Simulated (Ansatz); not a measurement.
Ansatz (a first-principles code) run on Ag2O3 (Fdd2, 10 atoms in the cell): self-consistent single point.

Level of theory: PBEsol, default PAW files made with PBE (plane waves; Ansatz).

```
CELL_PARAMETERS angstrom
      0.00000     6.43450     1.83190
      5.24500     0.00000     1.83190
      5.24500     6.43450     0.00000
ATOMIC_POSITIONS crystal
  O  0.65980 0.65980 0.84020
  O  0.40980 0.40980 0.59020
  Ag 0.82080 0.17920 0.58580
  Ag 0.17920 0.82080 0.41420
  Ag 0.66420 0.83580 0.42920
  Ag 0.83580 0.66420 0.07080
  O  0.73440 0.03500 0.93160
  O  0.03500 0.73440 0.29900
  O  0.31840 0.95100 0.51560
  O  0.95100 0.31840 0.21500
```

Reference input (self-consistent single point, DFT, PBEsol, plane waves, default PAW files made with PBE): basis.ecutwfc = 420 eV; kpoints.mp_grid.grid = 7 7 7; hamiltonian.xc = pbesol; hamiltonian.pseudopotentials = {kind: paw} (the program's default PAW files); scf.occupations.method = gaussian; scf.occupations.width = 0.05 eV. This run's input differs from it in these lines:

```diff
@@ -28,3 +28,3 @@
     method: gaussian
-    width: 0.05 eV
+    width: 0.8 eV
 output:
```

Output, abridged:

```
SCF iter   1: F=—  HF=-33439.456674 eV  |F-HF|=—  |Δ(HF+E_count)|=         —  Δρ=1.80e-2  dr2=2.82e-1  ethr=1.77e-3  ⟨swp⟩=5.0  Hψ=14730  notcnv=0
all-band conjugate gradients solve this SCF's bands
preconditioner: auto → LDOS
SCF iter   2: F=—  HF=-33439.417753 eV  |F-HF|=—  |Δ(HF+E_count)|=   3.89e-2  Δρ=9.99e-3  dr2=7.72e-2  ethr=2.52e-4  ⟨swp⟩=2.0  Hψ=7828  notcnv=0
SCF iter   3: F=—  HF=-33439.392973 eV  |F-HF|=—  |Δ(HF+E_count)|=   2.48e-2  Δρ=2.26e-3  dr2=4.54e-3  ethr=6.89e-5  ⟨swp⟩=2.0  Hψ=7690  notcnv=0
SCF iter   4: F=—  HF=-33439.391706 eV  |F-HF|=—  |Δ(HF+E_count)|=   1.27e-3  Δρ=4.43e-4  dr2=2.44e-4  ethr=4.06e-6  ⟨swp⟩=2.0  Hψ=6508  notcnv=0
SCF iter   5: F=—  HF=-33439.391681 eV  |F-HF|=—  |Δ(HF+E_count)|=   2.50e-5  Δρ=5.78e-5  dr2=1.83e-6  ethr=2.18e-7  ⟨swp⟩=2.1  Hψ=6607  notcnv=0
SCF iter   6: F=—  HF=-33439.391704 eV  |F-HF|=—  |Δ(HF+E_count)|=   2.38e-5  Δρ=1.11e-5  dr2=8.61e-8  ethr=8.93e-11  ⟨swp⟩=9.2  Hψ=19838  notcnv=0
SCF iter   7: F=-33439.391704 eV  HF=-33439.391704 eV  |F-HF|=2.15e-9  |Δ(HF+E_count)|=   1.42e-8  Δρ=3.10e-6  dr2=8.46e-9  ethr=7.69e-11  ⟨swp⟩=2.0  Hψ=14594  notcnv=0
SCF 1 converged in 7 iterations: F = -33439.391704 eV  dr2 = 8.46e-9
Free energy (F): -33439.391704 eV
Internal energy: -33438.324914 eV  (E = F + TS)
E sigma→0 (E₀):  -33438.858309 eV
Entropy (-TS):   -1.066791 eV (-106.679 meV/atom)
Fermi energy:    10.670226 eV
--- Forces (eV/Å), atoms counted from 1 ---
  atom   1  O      0.00000000     0.00000000    -0.16373531
  atom   2  O     -0.00000000     0.00000000    -0.16373531
  atom   3  Ag     0.10062926    -0.10285743     0.17184320
  atom   4  Ag    -0.10062926     0.10285743     0.17184320
  atom   5  Ag     0.10062926     0.10285743     0.17184320
  atom   6  Ag    -0.10062926    -0.10285743     0.17184320
  atom   7  O      0.07091589    -0.11992930    -0.08997397
  atom   8  O     -0.07091589     0.11992930    -0.08997397
  atom   9  O      0.07091589     0.11992930    -0.08997397
  atom  10  O     -0.07091589    -0.11992930    -0.08997397
--- Stress (GPa, compression-positive) ---
        1.335267       0.000000       0.000000
        0.000000       1.728429       0.000000
        0.000000       0.000000       0.512099
  P = ⅓ Tr σ = 1.1919 GPa (11.919 kbar)
  The stress holds the Pulay correction. Without it, at fixed plane waves, as pw.x and ABINIT print it: P = 0.5191 GPa
```

The run converged in 7 iterations. Against the reference run the free energy drops by 33.6 meV/atom, the pressure goes from -0.94 to 1.19 GPa and the largest force goes from 0.149 to 0.224 eV/Å.

The starting cell comes from a database of published, mostly measured structures (it also holds non-ambient and calculated ones), without a prior relaxation at this level. Ansatz's pressure includes its estimate of the finite-basis (Pulay) stress. Without the estimate this run gives 0.52 GPa. A gap is left out here, as mesh or smearing make it unsure.

Keys are those of Ansatz 0.2.
